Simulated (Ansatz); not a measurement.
ZnS under load (space group F-43m), PBE with spin-orbit coupling, rigid bands (Ansatz, a quantum-chemistry and plane-wave program). Condition of this run: hydrostatic pressure of 2 GPa (compression positive) (the target of the relaxation). Band gap 2.31 eV, N_c = 2.07e18 cm⁻³ and N_v = 4.97e19 cm⁻³ at 300 K, conductivity masses of 0.194 mₑ (electrons) and 0.836 mₑ (holes). Take k_BT = 0.02585 eV.

Find the intrinsic carrier density and the intrinsic Fermi level.

n_i = √(N_c N_v) exp(−E_g/2k_BT) = 1.01e19 × exp(−44.68) = 4.0e-1 cm⁻³. The level lies (k_BT/2) ln(N_v/N_c) = 41 meV from mid-gap (positive towards the conduction band). Each 0.1 eV added to the gap lowers n_i by a factor of 6.9.

What thermal injection velocity √(2k_BT/πm) limits a ballistic channel?

1.22e7 cm/s for electrons and 5.88e6 cm/s for holes, a ratio of √(m_h/m_e) = 2.08, for dilute carriers.

A film of it is 3 nm thick. Estimate the confinement energies in an infinite well.

ħ²π²/(2m t²) = 0.376 eV·nm²/(m/mₑ × t²) gives 215 meV for electrons and 50.0 meV for holes, so the gap would widen to about 2.58 eV. Finite barriers and nonparabolic bands lower this, and with several valleys or bands the heaviest mass along the normal sets the lowest level, not this average.

Rigid bands with the computed gap; masses take one relaxation time for all states. Geometry: cell and atoms relaxed with PBEsol.
